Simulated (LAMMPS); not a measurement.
LAMMPS 22 Jul 2025, classical MD, EAM (Finnis-Sinclair form) (Fe_mm.eam.fs): Fe, 128000 atoms.

```text
units metal
atom_style atomic
read_data unit.data
replicate 40 40 40
pair_style eam/fs
pair_coeff * * Fe_mm.eam.fs Fe
velocity all create 1600 4928 dist gaussian loop geom
fix 1 all nve
fix 2 all langevin 800 800 0.08 9876 zero yes
timestep 0.002
thermo 100
run 300
reset_timestep 0
write_restart start.rst
```

```text
read_restart start.rst
pair_style eam/fs
pair_coeff * * Fe_mm.eam.fs Fe
neighbor 2.0 bin
neigh_modify every 1 delay 0 check yes
fix 1 all nve
timestep 0.002
thermo_style custom step temp pe etotal press
thermo_modify format float %.10g
thermo 100
group probe id 1:48
dump probe probe custom 1000000 forces.txt id fx fy fz
dump_modify probe sort id format float %.8g
run 800
```

box: 114.6 × 114.6 × 114.6 Å.

start: generated bcc lattice, warmed in an untimed run.

Compared values: energy and forces of the first step, drift over the run.

It runs on a single node (Arm Neoverse V2, 96 cores on 1 socket, no SMT, 1 L3 cache group).

Wall times, medians of two to five repeats, each run alone on the node (launch to exit). Unless noted, each process is bound to its own block of adjacent cores. The build: PyPI wheel: MPICH, OPENMP and OPT packages; another build can shift the numbers. Scratch files lie in a memory file system. A preparatory run goes ahead and isn't timed.

Measured so far:

```json
[
 {"cores": "4", "layout": "4 ranks", "wall time": "34 s"},
 {"cores": "8", "layout": "8 ranks", "wall time": "17 s"}
]
```

### Question
Still to be tried: 16 ranks; 32 ranks; 48 ranks; 64 ranks; 88 ranks. Up to how many cores does parallel efficiency stay at 50 % or above, and where is the shortest time?

### Answer
Efficiency, counted from 4 cores, stays above one half up to 88 cores, the most tried. The shortest time, 2.2 s, comes at 88 cores. The share that grows most is that of set-up, start and exit outside the loop: from 0.69 % of the time on 4 cores to 14 % on 88. The largest part on 88 cores, pair forces (Pair), takes 32 s on 4 and 1.6 s there.

```tsv
cores	layout	wall time	speed-up over 4	efficiency	core-seconds
4	4 ranks	34 s	1.0×	100 %	140
8	8 ranks	17 s	2.0×	98 %	140
16	16 ranks	9.0 s	3.8×	95 %	140
32	32 ranks	4.7 s	7.2×	90 %	150
48	48 ranks	3.3 s	10×	85 %	160
64	64 ranks	2.6 s	13×	81 %	170
88	88 ranks	2.2 s	15×	70 %	200
```
